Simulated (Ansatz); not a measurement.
System: ZrSi2 (Cmcm, No. 63). Method: LDA (Ansatz, an electronic-structure program, plane waves, PAW).

Numerical settings: plane-wave cutoff 520 eV, 16×16×16 k mesh, Fermi–Dirac smearing 0.05 eV, scalar-relativistic PAW data made under PBE.

Computed at the level's own relaxed cell.

Question: Predict the volume per atom, bulk modulus and pressure derivative B′ of the bulk modulus.

Answer: 
- volume per atom = 16.02 Å³/atom
- bulk modulus = 138 GPa
- pressure derivative B′ of the bulk modulus = 4.1

The run finds no gap.

Measured, for comparison: bulk modulus 170 ± 0.7 GPa (room temperature, not corrected to a static lattice; as tabulated in Wikipedia's data pages). Computed (rounded) less measured: bulk modulus -19 %.

Note: the relaxation could not lower the start's symmetry, so the cell can be a saddle point above a distorted one; the bulk modulus comes from volumes at which shape and atoms were relaxed.

Computed values are for the static lattice.

Computing time: about 70 core-minutes (a rough figure).
